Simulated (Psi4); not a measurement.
Psi4 1.11, WB97X/def2-svp: Ga(F)(Cl)2 ([F][Ga]([Cl])[Cl]), 4 atoms. The geometry is a generated start, not checked to be a minimum at this level.

* **task**: energy
* **method**: wb97x
* **basis**: def2-svp
* **memory**: 3 GB
* **maxiter**: 100
* **keys of the molecule block**: symmetry c1
* **scf_type**: df (default)
* **e_convergence**: 1e-06 (default)
* **d_convergence**: 1e-06 (default)
* **dft_radial_points**: 75 (default)
* **dft_spherical_points**: 302 (default)
* **basis functions**: 82
* **grid points**: 85851

```xyz
4

Ga    -0.0145     0.0018     0.0040
F      1.7025    -0.3817    -0.1871
Cl    -0.8331    -0.5823     1.8194
Cl    -0.8548     0.9623    -1.6363
```

With the defaults (diis = true, scf_initial_accelerator = adiis, damping_percentage = 0, guess = auto, which took SAD, soscf = false, soscf_start_convergence = 0.01, diis_max_vecs = 10) it converges in 9 SCF iterations. One run each on 2 threads, with these changes:
- diis = false, scf_initial_accelerator = none, damping_percentage = 60
- guess = sadno
- guess = core
- scf_initial_accelerator = none
- diis_max_vecs = 6
- soscf = true, soscf_start_convergence = 0.1
- soscf = true, soscf_start_convergence = 0.001
- guess = modhuckel
- guess = sap

Problem. Which of these changes keep the SCF from converging, or lead it to another solution?

Solution. No convergence: diis = false, scf_initial_accelerator = none, damping_percentage = 60 (the run ends without SCF convergence in 100 iterations). The rest reach the solution of the defaults.

| setting | SCF iterations | JK calls | end |
|---|---|---|---|
| soscf = true, soscf_start_convergence = 0.1 | 6 | 22 | same solution |
| soscf = true, soscf_start_convergence = 0.001 | 7 | 18 | same solution |
| the defaults | 9 | 10 | same solution |
| guess = modhuckel | 9 | 28 | same solution |
| guess = sap | 9 | 9 | same solution |
| diis_max_vecs = 6 | 9 | 10 | same solution |
| guess = sadno | 10 | 10 | same solution |
| scf_initial_accelerator = none | 10 | 11 | same solution |
| guess = core | 14 | 14 | same solution |
| diis = false, scf_initial_accelerator = none, damping_percentage = 60 | 100 | 101 | no convergence |

An SOSCF iteration holds several JK calls; a Hückel guess adds calls on atoms. 1 further run of the study ended by our limits or in an error and is left out.
